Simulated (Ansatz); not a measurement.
**Short convergence ladders for NbRu3 (P4mm, 4 atoms in the cell)**

```
NbRu3
1.0
    3.86568     0.00000     0.00000
    0.00000     3.86568     0.00000
    0.00000     0.00000     3.86568
Nb Ru
1 3
Cartesian
  0.00000   0.00000   0.05000
  0.00000   1.93284   1.93284
  1.93284   0.00000   1.93284
  1.93284   1.93284   0.00000
```

Base method: LDA (PW92), default PAW files made with PBE (plane waves; Ansatz, a program for electronic structure).

Base settings: basis.ecutwfc = 420 eV; kpoints.mp_grid.grid = 9 9 9; hamiltonian.xc = lda; hamiltonian.pseudopotentials = {kind: paw} (the program's default PAW files); scf.occupations.method = gaussian; scf.occupations.width = 0.1 eV.

**The width of Gaussian smearing**

In this ladder: kpoints.mp_grid.grid = 15 15 15.

Narrow widths need finer meshes than wide ones, so the last steps can hold mesh noise.

Only quantities that move along the ladder and can be compared are tabulated; pressure and forces are left out, as mesh noise rules them at narrow widths.

```tsv
scf.occupations.width	free energy less the last step's (meV/atom)	energy extrapolated to zero width less the last step's (meV/atom)
1 eV	-257.46	-11.57
0.5 eV	-67.41	-1.20
0.3 eV	-23.78	0.32
0.2 eV	-10.07	0.02
0.1 eV	-2.05	-0.12
0.05 eV	0.00	0.00
```

Widest scf.occupations.width that holds the energy extrapolated to zero width within 0.5 meV/atom of the last step, with all finer ones: 0.3 eV; the step before is off by 1.2 meV/atom.

Widest scf.occupations.width that holds the free energy within 5 meV/atom of the last step, with all finer ones: 0.1 eV; the step before is off by 10 meV/atom.

The extrapolation to zero width removes most of the smearing's effect on the energy.

**The width of cold smearing**

In this ladder: kpoints.mp_grid.grid = 15 15 15; scf.occupations.method = cold.

Narrow widths need finer meshes than wide ones, so the last steps can hold mesh noise.

Only quantities that move along the ladder and can be compared are tabulated; pressure and forces are left out, as mesh noise rules them at narrow widths.

```tsv
scf.occupations.width	free energy less the last step's (meV/atom)
0.5 eV	6.40
0.3 eV	2.86
0.2 eV	1.11
0.1 eV	-0.01
0.05 eV	0.00
```

Widest scf.occupations.width that holds the free energy within 1 meV/atom of the last step, with all finer ones: 0.1 eV; the step before is off by 1.1 meV/atom.

On the base run: the starting cell comes from a database of computed structures (which also holds hypothetical and non-ambient phases and stackings), without a prior relaxation at this level. Its lattice was rescaled by up to half a per cent. One atom was moved a little off its site on purpose. Spin polarisation is off. In the base run, with a pressure of about -8 GPa the cell is away from its equilibrium volume at this level. Ansatz's pressure includes its estimate of the finite-basis (Pulay) stress.

Left out of this page: 4 runs of the series outside the window shown, repeating another row's setting, or not comparable; 1 run of the series unsound by tests on forces, stress, charge or solver warnings.

Keys are those of Ansatz 0.2.
